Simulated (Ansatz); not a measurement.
# Response to strain in hypothetical CsCl type NbP

Start from NbP in the CsCl type structure (space group Pm-3m, No. 221; a = 3.079 Å; a hypothetical phase, not in the database extracts checked; relaxed with 0.1 eV smearing). Axes: x, y, z lie along the cube axes.

Strains are applied to the cell and any free atomic positions relax; under biaxial strain the out-of-plane vector relaxes too.

Calculations: PBEsol, PAW, 420 eV (Ansatz, a quantum-chemistry and plane-wave program; no spin-orbit coupling).

Candidates:
(a) tensor shear ε_xy = +0.69 %
(b) biaxial strain +0.88 %, plane normal [111], relaxed out of plane
(c) biaxial strain −2.78 %, plane normal [001], relaxed out of plane

Notes on the quantities. energy relative to the base: free energy F.

Task: Order them by energy relative to the base, highest first.

Result: (c) biaxial strain −2.78 %, plane normal [001], relaxed out of plane (+31 meV/atom), (b) biaxial strain +0.88 %, plane normal [111], relaxed out of plane (+2.9 meV/atom), (a) tensor shear ε_xy = +0.69 % (+1.1 meV/atom)

Whether these cells are dynamically stable was not tested. The final runs are not spin-polarised.
